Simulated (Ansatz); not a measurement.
**Variants of one calculation on YCuP2 (P4/nmm, 8 atoms in the cell)**

```cif
data_Cu2P4Y2
_chemical_formula_sum 'Y2 Cu2 P4'
_space_group_name_H-M_alt 'P 1'
_space_group_IT_number 1
_cell_length_a 3.71435
_cell_length_b 3.71435
_cell_length_c 9.77992
_cell_angle_alpha 90.000
_cell_angle_beta 90.000
_cell_angle_gamma 90.000
loop_
_space_group_symop_operation_xyz
  'x, y, z'
loop_
_atom_site_label
_atom_site_type_symbol
_atom_site_fract_x
_atom_site_fract_y
_atom_site_fract_z
_atom_site_occupancy
Y1 Y 0.50000 0.00000 0.23113 1
Y2 Y 0.00000 0.50000 0.76887 1
Cu1 Cu 0.00000 0.00000 0.50000 1
Cu2 Cu 0.50000 0.50000 0.50000 1
P1 P 0.50000 0.00000 0.65215 1
P2 P 0.00000 0.50000 0.34785 1
P3 P 0.00000 0.00000 0.00000 1
P4 P 0.50000 0.50000 0.00000 1
```

Base run A: PBEsol, default PAW files made with PBE in Ansatz (a first-principles code), self-consistent single point.

Its settings: basis.ecutwfc = 30.9 Ry; kpoints.mp_grid.grid = 12 12 5; hamiltonian.xc = pbesol; hamiltonian.pseudopotentials = {kind: paw} (the program's default PAW files); scf.occupations.method = methfessel_paxton; scf.occupations.width = 0.01 Ry.

The starting cell comes from a database of computed structures (which also holds hypothetical and non-ambient phases and stackings), without a prior relaxation at this level. Spin polarisation is off. In the base run, with a pressure of about -4 GPa the cell is away from its equilibrium volume at this level. Ansatz's pressure includes its estimate of the finite-basis (Pulay) stress.

ΔF is the free energy per atom less that of run A. A dash stands where there is no value to compare (another energy zero or no entropy term, no result, no spin, no clean gap, or a mesh too coarse for one). Total energies depend on the potentials, the functional and any Hubbard or dispersion term, so they are compared only between runs that share all of them.

Runs:
- B: 1 x 2 x 1 supercell, mesh divided to match; kpoints.mp_grid.grid: 12 12 5 → 12 6 5
- C: scf.convergence.dr2_threshold: default (1e-07 eV) → 1e-08 eV
- D: parallel starting moments (0 0 1.5 1.5 0 0 0 0 μB); magnetization.spin_polarized: default → true
- E: kpoints.mp_grid.grid: 12 12 5 → 10 10 4
- F: hamiltonian.dispersion: default → d3bjatm [PBEsol-D3BJ-ATM]
- G: scf.occupations.width: 0.01 Ry → 0.022 Ry
- H: scf.mixing.algorithm: default (the program chose MSR1) → broyden
- I: scf.mixing.preconditioner: default (the program chose Kerker) → local_kerker

```tsv
run	ΔF (meV/atom)	pressure (GPa)	largest force (eV/Å)	k-points	valence electrons
A	0.00	-3.68	0.065	84	80
B	0.00	-3.68	0.065	84	160
C	0.00	-3.68	0.065	84	80
D	0.00	-3.68	0.065	84	80
E	1.32	-3.66	0.050	63	80
F	–	-7.18	0.080	84	80
G	0.02	-3.68	0.075	84	80
H	0.00	-3.68	0.065	84	80
I	0.00	-3.68	0.065	84	80
```

Run F against A: The pressure goes from -3.68 to -7.18 GPa and the largest force goes from 0.065 to 0.080 eV/Å.

Run G against A: The free energy is nearly the same (within 1 meV/atom), the pressure stays at -3.68 GPa and the largest force goes from 0.065 to 0.075 eV/Å.

Keys are those of Ansatz 0.2.
